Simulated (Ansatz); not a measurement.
Take CdSe in the zinc blende structure (space group F-43m, No. 216; a = 6.196 Å) as the base.

Level of theory: PBE (Ansatz, a quantum-chemistry and plane-wave program), without spin-orbit coupling.

Before the change:

| Item | Result |
|---|---|
| Band gap | 0.49 eV |
| Gap character | direct at Γ |
| Density | 5.34 g/cm³ |

Modification: cell and atoms relaxed at a pressure of 9 GPa.

Problem. What does the calculation give for the band gap after the change?

Solution. The band gap grows by 0.292 eV (0.49 eV → 0.79 eV).

Problem. How does this affect the gap character?

Solution. The gap character is still direct at Γ.

Problem. What does the calculation give for the density after the change?

Solution. The density grows by 0.83 g/cm³ to 6.17 g/cm³.

Load acts through the strain it causes; cell and atoms are relaxed under it. Whether these cells are dynamically stable was not tested. Tetrahedral semiconductors of this kind turn to denser phases somewhere between about 1 and 50 GPa; those were not computed, so compressed cells here can lie past the real transition.
